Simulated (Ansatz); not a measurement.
Calculation: PBE (plane waves to 420 eV, PAW; Ansatz, a program for electronic structure).

Planar average of the electrostatic potential across the slab, in eV from the Fermi level, for a constructed model of the (0001) surface of hcp Ti, a layer of Pd in place of the third plane (bottom of the slab: a bare face, its two planes held):

(z (Å), V (eV)): (3.72, 4.43); (4.01, 4.43); (4.30, 4.43); (4.58, 4.41); (4.87, 4.39); (5.16, 4.35); (5.44, 4.27); (5.73, 4.12); (6.02, 3.84); (6.30, 3.34); (6.59, 2.43); (6.88, 0.85); (7.16, -2.06); (7.45, -7.05); (7.73, -11.26); (8.02, -12.87); (8.31, -11.68); (8.59, -7.85); (8.88, -2.84); (9.17, -0.34); (9.45, -1.33); (9.74, -5.75); (10.03, -10.36); (10.31, -12.56); (10.60, -11.88); (10.89, -8.42); (11.17, -3.48); (11.46, -0.69); (11.74, -1.57); (12.03, -5.95); (12.32, -10.53); (12.60, -12.77); (12.89, -12.18); (13.18, -8.79); (13.46, -3.85); (13.75, -1.06); (14.04, -2.77); (14.32, -8.47); (14.61, -14.17); (14.90, -16.16); (15.18, -12.57); (15.47, -6.50); (15.76, -1.63); (16.04, -1.44); (16.33, -5.30); (16.61, -10.08); (16.90, -12.68); (17.19, -12.40); (17.47, -9.38); (17.76, -4.67); (18.05, -1.65); (18.33, -3.10); (18.62, -7.68); (18.91, -11.52); (19.19, -12.86); (19.48, -11.44); (19.77, -7.37); (20.05, -2.34); (20.34, 0.69); (20.62, 2.32); (20.91, 3.27); (21.20, 3.80); (21.48, 4.09); (21.77, 4.24); (22.06, 4.33); (22.34, 4.37); (22.63, 4.40); (22.92, 4.41); (23.20, 4.42); (23.49, 4.42)

Slab: 6 atoms, 11.4 Å thick at the start; k 15x15x1, smearing 0.1 eV, dipole-corrected; 2 atoms held, the rest relaxed; start symmetry kept, larger cells not searched; no spin, no spin-orbit, no U. In PBE it is, or lies within 0.01 eV a 1x1 cell of, the lowest of the 2 structures of its composition computed so far; larger cells were not tried.

The vacuum level lies 4.42 eV above the Fermi level over the top face and 4.44 eV above it under the bottom face.
